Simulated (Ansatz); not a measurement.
**Effective masses and thermopower of Na2PtH6 (Fm-3m)**

Here is the system:

```yaml
crystal:
  lattice:
    - [0.00000, 3.62344, 3.62344]
    - [3.62344, 0.00000, 3.62344]
    - [3.62344, 3.62344, 0.00000]
  atoms:
    - { symbol: Na, position: [0.75000, 0.75000, 0.75000] }
    - { symbol: Na, position: [0.25000, 0.25000, 0.25000] }
    - { symbol: H, position: [0.77319, 0.77319, 0.22681] }
    - { symbol: H, position: [0.22681, 0.22681, 0.77319] }
    - { symbol: H, position: [0.22681, 0.77319, 0.77319] }
    - { symbol: H, position: [0.77319, 0.22681, 0.22681] }
    - { symbol: H, position: [0.77319, 0.22681, 0.77319] }
    - { symbol: H, position: [0.22681, 0.77319, 0.22681] }
    - { symbol: Pt, position: [0.00000, 0.00000, 0.00000] }
```

The numbers are results of PBEsol, rigid bands (plane waves, PAW, scalar-relativistic; Ansatz, an electronic-structure program), not measurements. Geometry: cell and atoms relaxed with PBEsol.

The band gap is 3.36 eV. The electron conductivity mass (300 K, dilute) comes out as 0.42 mₑ. The effective density of states N_c (300 K) is 2.0e19 cm⁻³ and the density-of-states mass, electrons comes out as 0.85 mₑ. The Seebeck coefficient, n-type 1e19 cm⁻³, 300 K is -280 μV/K and the best n-type power factor at 300 K for τ = 10 fs (best axis; densities from 1e16 to 1e21 cm⁻³ tried, whether or not they can be reached) comes out as 8.0 μW/(cm·K²) at 1e20 cm⁻³.

Rigid bands; masses and Seebeck coefficients take one relaxation time τ for all states and one kind of carrier; polarons and phonon drag are left out. Spin-orbit coupling is left out; with 5d elements it also splits d-like band edges.

Computed structure with no diffraction record at hand here (it may be known, metastable or hypothetical): Na2PtH6 (Fm-3m).
